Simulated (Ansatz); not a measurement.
Consider TiO$_{2}$ in the rutile structure (space group P4_2/mnm, No. 136; a = 4.591 Å, c = 2.939 Å). Axes: x, y, z lie along a, b, c of the conventional cell.

The values are results of PBEsol (Ansatz, a first-principles code, PAW, no SOC), not measurements.

Strains are applied to the cell and any free atomic positions relax.

One change was made to it. Results:

| quantity | base | after |
|---|---|---|
| pressure (mean of the normal stresses, compression positive) | 0.00 GPa | -4.72 GPa |
| valence-band top at Γ (three highest levels, from the VBM) | 0.00, -0.45, -0.45 eV | 0.00, -0.44, -0.44 eV |
| shortest interatomic distance | 1.942 Å | 1.959 Å |
| energy relative to the base (free energy F) | 0 meV/atom | +5.0 meV/atom |
| width of the top valence band | 1.65 eV | 1.63 eV |

### Question
What was done to the base?
A) uniaxial strain ε_zz = +1.20 %
B) uniaxial strain ε_zz = +3.00 %
C) uniaxial strain ε_zz = +1.80 %

### Answer
C, uniaxial strain ε_zz = +1.80 %. For comparison, the energy relative to the base in the other runs: uniaxial strain ε_zz = +3.00 % gives +14 meV/atom; uniaxial strain ε_zz = +1.20 % gives +2.3 meV/atom.

The levels and masses belong to the bands next to the band gap. Stability against distortions was not tested. All final runs are without spin polarisation.
